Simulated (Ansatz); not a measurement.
**Bulk modulus of ScSnCN (model structure, started from the AlSiCN type, P3m1, No. 156, 4 atoms in the cell) at several levels of theory**

No measured value is used here.

```json
[
 {"level (code)": "LDA (Ansatz)", "value (GPa)": "___", "cell (Å³/atom)": "14.56"},
 {"level (code)": "PBE (Ansatz)", "value (GPa)": "118", "cell (Å³/atom)": "15.48"},
 {"level (code)": "PBEsol (Ansatz)", "value (GPa)": "120", "cell (Å³/atom)": "14.96"},
 {"level (code)": "r²SCAN (Ansatz)", "value (GPa)": "127", "cell (Å³/atom)": "15.19"}
]
```

Question: Fill in the missing entries.

Answer: 
- LDA (Ansatz, a quantum-chemistry and plane-wave program), value (GPa): 123

LDA, PBE, PBEsol, r²SCAN: the bulk modulus is −V dP/dV from two relaxed cells at ±2 % in volume. Each level is taken at its own relaxed cell. Cutoffs differ between the levels. Ansatz's density-functional and Hartree–Fock values are scalar-relativistic unless marked +SOC, with PAW data made under PBE.

A model structure was made by putting elements into a prototype or built by hand; it is no filed structure, need not be a known phase, and can be a saddle point held by its symmetry.
